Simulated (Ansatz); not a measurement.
**Several settings converged on Ga (Cm, 4 atoms in the cell)**

```xyz
4
Lattice="2.2487 -3.8108 0.0000 2.2487 3.8108 0.0000 0.0000 0.0000 4.5073" Properties=species:S:1:pos:R:3 pbc="T T T"
Ga     2.2487     2.6302     4.1923
Ga     2.2487     1.1806     1.8886
Ga     2.2487    -1.1806     2.6188
Ga     2.2487    -2.6302     0.3651
```

Base method: PBEsol, default PAW files made with PBE (plane waves; Ansatz, a program for electronic structure).

Base settings: basis.ecutwfc = 420 eV; kpoints.mp_grid.grid = 7 7 5; hamiltonian.xc = pbesol; hamiltonian.pseudopotentials = {kind: paw} (the program's default PAW files); scf.occupations.method = gaussian; scf.occupations.width = 0.1 eV.

The count of work is k-points × plane waves × bands × iterations; it is no time. Core times come from one kind of shared machine, to one figure; runs under 30 s give none.

**The k-point mesh at a smearing width of 0.02 eV**

In this ladder: scf.occupations.width = 0.02 eV.

Only quantities that move along the ladder and can be compared are tabulated.

| kpoints.mp_grid.grid | free energy less the last step's (meV/atom) | pressure (GPa) | largest difference of a force vector from the last step's (eV/Å) | count of work / last |
|---|---|---|---|---|
| 3 3 3 | -7.00 | -0.56 | 0.158 | 0.0072 |
| 4 4 3 | -25.25 | -0.67 | 0.092 | 0.014 |
| 5 5 4 | -21.38 | -0.81 | 0.084 | 0.027 |
| 5 5 5 | -7.16 | -0.93 | 0.060 | 0.032 |
| 6 6 6 | 0.51 | -0.76 | 0.033 | 0.049 |
| 9 9 8 | 2.67 | -0.72 | 0.017 | 0.15 |
| 14 14 12 | -0.23 | -0.75 | 0.011 | 0.53 |
| 17 17 14 | 0.00 | -0.73 | 0.000 | 1.0 |

Coarsest kpoints.mp_grid.grid that holds the free energy within 2 meV/atom of the last step, with all finer ones: 14 14 12; the step before is off by 2.7 meV/atom.

Coarsest kpoints.mp_grid.grid that holds the forces within 0.02 eV/Å: not settled: the last two steps still differ by 0.011 eV/Å, over half the tolerance, so the ladder does not show it.

Coarsest kpoints.mp_grid.grid that holds the pressure within 0.1 GPa of the last step, with all finer ones: 6 6 6, at 0.049 of the last step's count of work; the step before is off by 0.20 GPa.

**The width of Fermi-Dirac smearing**

In this ladder: kpoints.mp_grid.grid = 12 12 8; scf.occupations.method = fermi_dirac.

Narrow widths need finer meshes than wide ones, so the last steps can hold mesh noise.

Only quantities that move along the ladder and can be compared are tabulated; pressure and forces are left out, as mesh noise rules them at narrow widths.

```tsv
scf.occupations.width	free energy less the last step's (meV/atom)	energy extrapolated to zero width less the last step's (meV/atom)
1 eV	-575.87	43.09
0.5 eV	-122.91	17.37
0.3 eV	-37.48	5.15
0.2 eV	-14.69	1.07
0.1 eV	-2.88	-0.18
0.05 eV	0.00	0.00
```

Widest scf.occupations.width that holds the energy extrapolated to zero width within 2 meV/atom of the last step, with all finer ones: 0.2 eV; the step before is off by 5.2 meV/atom.

Widest scf.occupations.width that holds the free energy within 5 meV/atom: not settled: the last two steps still differ by 2.9 meV/atom, over half the tolerance, so the ladder does not show it.

The extrapolation to zero width removes most of the smearing's effect on the energy.

**The width of cold smearing**

In this ladder: kpoints.mp_grid.grid = 12 12 8; scf.occupations.method = cold.

Narrow widths need finer meshes than wide ones, so the last steps can hold mesh noise.

Only quantities that move along the ladder and can be compared are tabulated; pressure and forces are left out, as mesh noise rules them at narrow widths.

```tsv
scf.occupations.width	free energy less the last step's (meV/atom)	core time / last (rough)
1 eV	17.51	1
0.5 eV	2.19	0.5
0.3 eV	-0.07	0.8
0.2 eV	-0.15	0.4
0.1 eV	0.00	1
```

Widest scf.occupations.width that holds the free energy within 0.5 meV/atom of the last step, with all finer ones: 0.3 eV; the step before is off by 2.2 meV/atom.

On the base run: the starting cell has typed, rounded lattice constants, without a prior relaxation at this level. Its lattice was rescaled by up to half a per cent. One atom was moved a little off its site on purpose. Ansatz's pressure includes its estimate of the finite-basis (Pulay) stress.

Left out of this page: 4 runs of the series outside the window shown, repeating another row's setting, or not comparable.

Keys are those of Ansatz 0.2.
